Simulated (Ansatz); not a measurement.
The parent structure is NbP in the CsCl type structure (space group Pm-3m, No. 221; a = 3.079 Å; a hypothetical phase, not in the database extracts checked; relaxed with 0.1 eV smearing). Axes: x, y, z lie along the cube axes.

Calculations: PBEsol in Ansatz (plane waves to 420 eV, PAW, no SOC).

A first run, uniaxial strain ε_yy = −1.60 %, gives secant values C11 ≈ 400 GPa and C12 ≈ 120 GPa from its stress. A second run applies isotropic strain +2.82 %.

Q: What does linear elasticity predict for the bulk modulus −ΔP/(ΔV/V₀) in the second run, and what does the run give?

A: Linear elasticity: (C11 + 2 C12)/3 = 210 GPa. The run gives 170 GPa; any difference comes from nonlinear terms at these strains and numerical noise.

No phonon test of stability was made. The final runs are not spin-polarised.

Ansatz is a first-principles code.
